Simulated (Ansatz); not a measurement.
Input:

```xyz
2
Lattice="2.4474 0.0000 0.0000 0.0000 2.4474 0.0000 1.2237 -1.2237 1.7755" Properties=species:S:1:pos:R:3 pbc="T T T"
C      0.0000     0.0000     0.0000
C      2.4474     1.2237     0.8878
```

No spin polarisation.

Computed with LDA (Ansatz, a program for electronic structure; PAW; 420 eV plane waves; no spin-orbit coupling). Settings: 16×16×16 k-points, 0.05 eV Fermi–Dirac smearing.

Predict the band gap, smallest direct gap and valence-band top at Γ.

The band gap is 3.92 eV. The smallest direct gap comes out as 5.48 eV and the valence-band top at Γ (three highest levels, from the VBM) is 0.00, 0.00, -0.41 eV.

The cells carry an imposed strain or load. Whether these cells are dynamically stable was not tested. The cell was made from C in the diamond structure (space group Fd-3m, No. 227) by this change: biaxial strain −2.00 %, plane normal [001], relaxed out of plane.
